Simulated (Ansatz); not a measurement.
Start from Li$_{2}$S in the anti-fluorite structure (space group Fm-3m, No. 225; a = 5.6549 Å).

Level of theory: PBEsol/PAW in Ansatz (a program for electronic structure), no SOC.

Base values:

The electron mass comes out as 0.62 mₑ along k, 0.33 mₑ across (at X).

The change: hydrostatic tension (pressure −1 GPa).

How does this affect the mean gap deformation potential ΔEg/Δln V?

The mean gap deformation potential ΔEg/Δln V comes out as +0.7 eV.

Estimate the effect on the electron mass.

The electron mass goes from 0.62 mₑ along k, 0.33 mₑ across (at X) to 0.63 mₑ along k, 0.33 mₑ across (at X).

Load acts through the strain it causes; cell and atoms are relaxed under it. Masses are band curvatures over ±0.01 Å⁻¹ around the edge. Along k means along the line from Γ to the band edge. No phonon test of stability was made.
